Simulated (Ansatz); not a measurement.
Model: Si(111) 1x1 surface, 6 top atoms, 3 bilayers, bottom bilayer H-capped and fixed, every top atom capped by F; cell 11.5 x 6.6 Å; about 7 Å thick over the host's atoms, 18 atoms held. All values below come from PBE-D3(BJ) (plane waves to 420 eV, PAW; Ansatz, a quantum-chemistry and plane-wave program). Sampling: 1x2x1 k points. The slab states were run without spin polarisation. Slab thickness, cell and mesh are as stated and are not converged limits. Energies are static: no zero-point or thermal part. Each state was relaxed from one prepared geometry.

One CF2 a cell is brought to Si(111):F. Relaxed result near the molecule:

```
atom   x (Å)   y (Å)   z (Å)
-----  -----  ------  ------
F(31)  5.671   3.395  11.120
F(46)  7.649  -0.073  11.134
F(47)  9.671   3.416  11.122
C(b0)  7.488   2.382  13.125
F(b1)  6.607   1.714  13.838
F(b2)  7.645   3.519  13.767
```

What is the adsorption energy against the free CF2 and the slab before, and how much of it is dispersion?

-0.11 eV (negative: bound); the D3 term gives -0.11 eV of it. Its closest contacts to the rest of the cell: C(b0)...F(31) 2.89 Å, C(b0)...F(47) 3.14 Å, C(b0)...F(46) 3.16 Å.
